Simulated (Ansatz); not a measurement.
Start from Rh in the fcc (Cu type) structure (space group Fm-3m, No. 225; a = 3.755 Å; relaxed with 0.1 eV smearing).

All numbers come from Ansatz (a first-principles code), LDA, PAW, cutoff 420 eV, scalar-relativistic without spin-orbit coupling.

Strains are applied to the cell and any free atomic positions relax.

One change was made to it. Results:

| quantity | base | after |
|---|---|---|
| pressure | 0.0 GPa | 22.3 GPa |
| energy relative to the base (free energy F) | 0 meV/atom | +51 meV/atom |

Task: Name the change that was made.
A) isotropic strain −2.00 %
B) isotropic strain −3.00 %
C) isotropic strain +2.00 %
D) isotropic strain +3.00 %

Result: A, isotropic strain −2.00 %. For comparison, the energy relative to the base in the other runs: isotropic strain +3.00 % gives +93 meV/atom; isotropic strain +2.00 % gives +43 meV/atom; isotropic strain −3.00 % gives +119 meV/atom.

No phonon test of stability was made. All final runs are without spin polarisation. Rh lies near a magnetic instability that expansion can trigger; it was not tested.
